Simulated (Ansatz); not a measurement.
**Several settings converged on AlAu (Pm-3m, 2 atoms in the cell)**

```xyz
2
Lattice="3.2143 0.0000 0.0000 0.0000 3.2143 0.0000 0.0000 0.0000 3.2143" Properties=species:S:1:pos:R:3 pbc="T T T"
Al     0.0000     0.0000     0.0000
Au     1.6071     1.6071     1.6071
```

Base method: LDA (PW92), default PAW files made with PBE (plane waves; Ansatz, a first-principles code).

Base settings: basis.ecutwfc = 420 eV; kpoints.mp_grid.grid = 10 10 10; hamiltonian.xc = lda; hamiltonian.pseudopotentials = {kind: paw} (the program's default PAW files); scf.occupations.method = gaussian; scf.occupations.width = 0.1 eV.

Core times come from one kind of shared machine, to one figure; runs under 30 s give none.

**Zone-centre phonons against the cutoff**

In this ladder: phonons.method = dfpt.

The mesh stays at the base's, so the ladder's end is converged at best in this setting alone.

Frequencies are those of the unrelaxed cell, without the LO-TO term of polar crystals.

Only quantities that move along the ladder and can be compared are tabulated.

| basis.ecutwfc | highest zone-centre frequency (cm⁻¹) |
|---|---|
| 210 eV | 0.0 |
| 250 eV | 130.8 |
| 295 eV | 131.9 |
| 355 eV | 115.7 |
| 420 eV | 115.4 |
| 505 eV | 115.5 |
| 630 eV | 115.5 |

Coarsest basis.ecutwfc that holds the highest zone-centre frequency within 1 cm⁻¹ of the last step, with all finer ones: 355 eV; the step before is off by 16 cm⁻¹.

Two neighbours can agree and both be off: 250 eV and 295 eV differ by 1.1 cm⁻¹ in the highest zone-centre frequency, yet lie about 16 cm⁻¹ from the last step.

**Zone-centre phonons against the mesh**

In this ladder: phonons.method = dfpt.

Frequencies are those of the unrelaxed cell, without the LO-TO term of polar crystals.

Only quantities that move along the ladder and can be compared are tabulated.

```tsv
kpoints.mp_grid.grid	highest zone-centre frequency (cm⁻¹)	core time / last (rough)
3 3 3	147.1	–
4 4 4	116.4	–
5 5 5	123.0	–
6 6 6	126.4	–
8 8 8	114.5	–
12 12 12	116.6	–
15 15 15	119.6	0.4
19 19 19	118.7	0.7
23 23 23	118.3	1
```

Coarsest kpoints.mp_grid.grid that holds the highest zone-centre frequency within 10 cm⁻¹ of the last step, with all finer ones: 4 4 4; the step before is off by 29 cm⁻¹.

**The force threshold of a relaxation**

On AlAu (P4mm, 2 atoms in the cell): one atom moved by 0.15 angstrom.

In this ladder: relax = atoms.

The mesh stays at the base's, so the ladder's end is converged at best in this setting alone.

Only quantities that move along the ladder and can be compared are tabulated.

```tsv
relax.f_tol	free energy less the last step's (meV/atom)	largest force left (eV/Å)	relaxation steps
0.2 eV/Å	6.77	0.1877	2
0.1 eV/Å	0.01	0.0060	3
0.05 eV/Å	0.01	0.0060	3
0.03 eV/Å	0.01	0.0062	4
0.02 eV/Å	0.01	0.0062	4
0.01 eV/Å	0.01	0.0062	4
0.005 eV/Å	0.00	0.0001	5
0.002 eV/Å	0.00	0.0002	5
0.001 eV/Å	0.00	0.0002	6
```

Coarsest relax.f_tol that holds the free energy within 0.2 meV/atom of the last step, with all finer ones: 0.1 eV/Å; the step before is off by 6.8 meV/atom.

Coarsest relax.f_tol that holds the largest force left within 0.01 eV/Å of the last step, with all finer ones: 0.1 eV/Å; the step before is off by 0.19 eV/Å.

On the base run: the starting cell comes from a database of computed structures (which also holds hypothetical and non-ambient phases and stackings), without a prior relaxation at this level. Its lattice was rescaled by up to half a per cent. In the base run, with a pressure of about -7 GPa the cell is away from its equilibrium volume at this level.

Keys are those of Ansatz 0.2.
